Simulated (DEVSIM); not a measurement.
# abrupt GaP n-p junction

Device: abrupt GaP n-p junction, at 400 K.

| layer (left to right) | material | thickness (μm) | Nd (cm⁻³) | Na (cm⁻³) | τn (s) | τp (s) |
|---|---|---|---|---|---|---|
| 1 | GaP | 19.0 | 1.3e19 | - | 3.8e-7 | 3.8e-7 |
| 2 | GaP | 1.70 | - | 2.7e15 | 3.8e-7 | 3.8e-7 |

Left contact: ohmic. Right contact: ohmic. Voltage is applied to the left contact. Recombination: SRH at mid-gap, radiative, Auger. Mobility is constant in doping.

This is a model device: material constants are rounded textbook-type values typed into the input, and sizes, dopings and lifetimes were drawn at random. Values at 300 K; Nc and Nv go as T^1.5, mobilities as T to minus their exponent, the gap by Varshni's rule with the affinity fixed.

```
parameter             GaP
----------------  -------
gap (eV)             2.26
affinity (eV)         3.8
permittivity         11.1
Nc (cm⁻³)          1.8e19
Nv (cm⁻³)          1.9e19
μn (cm²/Vs)           250
μp (cm²/Vs)           150
T exponent of μn      1.6
T exponent of μp     1.98
B (cm³/s)           1e-13
Cn (cm⁶/s)          1e-30
Cp (cm⁶/s)          1e-30
Varshni α (eV/K)  0.00058
Varshni β (K)         372
```

Simulated with DEVSIM: 1D drift-diffusion, Boltzmann statistics, complete ionisation; no tunnelling, impact ionisation, image-force lowering or self-heating.

| Quantity | Result |
|---|---|
| Potential step across the device at zero bias | 1.871 V |
| Largest field in the device at zero bias | 230000 V/cm |
| Dark forward voltage at 1 A/cm² | 1.484 V |
| Dark forward voltage at 100 A/cm² | 1.688 V |

Small-signal capacitance in reverse bias (quasi-static):

```csv
V (V),C (nF/cm²)
0.2,10.7
0.5,9.91
1,8.92
1.5,8.18
2,7.60
3,6.73
4,6.16
5,5.89
6.5,5.81
8,5.80
10,5.79
```

Dark forward current:

(V (V), J (A/cm²)): (-0.25, -1.1e-11); (-0.50, -4.7e-10); (-0.75, -2.1e-8); (-0.80, -4.7e-8); (-0.85, -1.1e-7); (-0.95, -6.9e-7); (-1.00, -2.0e-6); (-1.10, -2.3e-5); (-1.15, -8.7e-5); (-1.20, -0.00034); (-1.30, -0.0057); (-1.35, -0.023); (-1.40, -0.097); (-1.50, -1.6); (-1.55, -5.7); (-1.65, -50); (-1.70, -120); (-1.75, -280); (-1.85, -1200); (-1.90, -2300)
